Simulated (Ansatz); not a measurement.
The reference is ZnSe in the zinc blende structure (space group F-43m, No. 216).

```
CELL_PARAMETERS angstrom
      0.00000     2.81667     2.81667
      2.81667     0.00000     2.81667
      2.81667     2.81667     0.00000
ATOMIC_POSITIONS crystal
  Zn 0.00000 0.00000 0.00000
  Se 0.25000 0.25000 0.25000
```

Cartesian axes are those of the cell as printed.

Computed with DFT with PBEsol, PAW potentials and a 420 eV plane-wave cutoff in Ansatz (a quantum-chemistry and plane-wave program), no spin-orbit coupling.

Before the change:

The band gap comes out as 1.24 eV.

Perturbation: biaxial strain −1.25 %, plane normal [111], relaxed out of plane (Cartesian); in-plane vectors clamped, the third vector and the atoms free.

What happens to the energy relative to the base and band gap?

The energy goes up by 2.9 meV/atom; the band gap rises by 0.01 eV (1.24 eV → 1.25 eV).

Stability against distortions was not tested.
